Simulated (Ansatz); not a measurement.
Functionals compared on a constructed model of the (0001) surface of 4H silicon carbide, Si-terminated, (√3x√3)R30° Ga adatom at H3 (bottom of the slab: 3 H on 3 bottom sites), in Ansatz (plane waves, PAW). The structure was relaxed with PBE; the other rows are single points on it. Cutoff 420 eV (500 eV for r2SCAN). HSE06 used the coarser mesh 4x4x1.

Slab: 28 atoms, 11.0 Å thick at the start with caps and adatoms (thin: gaps and levels are the slab's own); k 6x6x1, smearing 0.025 eV, dipole-corrected; 6 atoms held, the rest relaxed; start symmetry kept, larger cells not searched; no spin, no spin-orbit, no U. In PBE it lies 0.17 eV a 1x1 cell over the lowest computed structure of the same composition ((√3x√3)R30° Ga adatom at T4). These notes are the PBE run's.

```tsv
functional	gap of the slab on its k-mesh (eV)	highest filled level below the top vacuum level (eV)	rough cost of the single point
PBE	1.23	4.46	–
r2SCAN	?	?	around 80 core-seconds (rough)
```

Problem. What belongs in the gaps?

Solution. 
- r2SCAN, gap of the slab on its k-mesh (eV): 1.42
- r2SCAN, highest filled level below the top vacuum level (eV): 4.65

Ansatz is a program for electronic structure.
